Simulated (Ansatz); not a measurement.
**BeS: band gap against strain**

BeS (zinc blende, F-43m, 13.793 Å³/atom at rest, cube axes along x, y and z) under an equal strain ε along all three axes. LDA in Ansatz, a plane-wave DFT program (PAW, default set), 420 eV, 12×12×12 Γ-centred mesh, Fermi-Dirac smearing 0.05 eV; ions are relaxed within the symmetry of each cell. Gaps are the smallest over the k-mesh and a band path, without spin-orbit coupling; in all rows the valence edge lies at Γ and the conduction edge at about 1.3 Å⁻¹ from Γ.

Here s stands for strain and Eg for gap.

```csv
strain (%),gap (eV)
-3.00,?
-1.50,2.72
-1.00,2.75
-0.50,2.79
0.00,2.82
0.50,2.86
1.00,2.89
1.50,2.92
```

Task: Fit Eg against s with a straight line, and predict the withheld value at s = -3.00.

Result: Means: s 0, Eg 2.821. About the means, the sum of products is 0.47500 and the sum of squares of s is 7.0000; the slope is their ratio. Least squares gives Eg = 2.821 + 0.0679·s. Residuals (row less fit): 0.001, -0.003, 0.003, -0.001, 0.005, 0.001, -0.003; standard error 0.003 (degrees of freedom: 5). Over these rows the gap moves by 6.8 ± 0.1 eV per unit strain, or 2.3 eV per unit of ln V. At the withheld row, Eg = 2.821 + 0.0679 × (-3.0) = 2.617 eV. The calculation gives 2.60 eV, 0.017 eV below the prediction (5.3 % of the range of Eg in the table). The row lies outside the fitted rows, so this is an extrapolation. The fitted rows scatter only by rounding.

Other structures, which can take over under pressure, weren't tried. Rows are the converged runs of the series near zero and its far end; series whose fitted rows scatter by over a few per cent of the range, as at a crossing or softening among them, aren't shown in this form. Most that stay on the fit to the last digits aren't either.
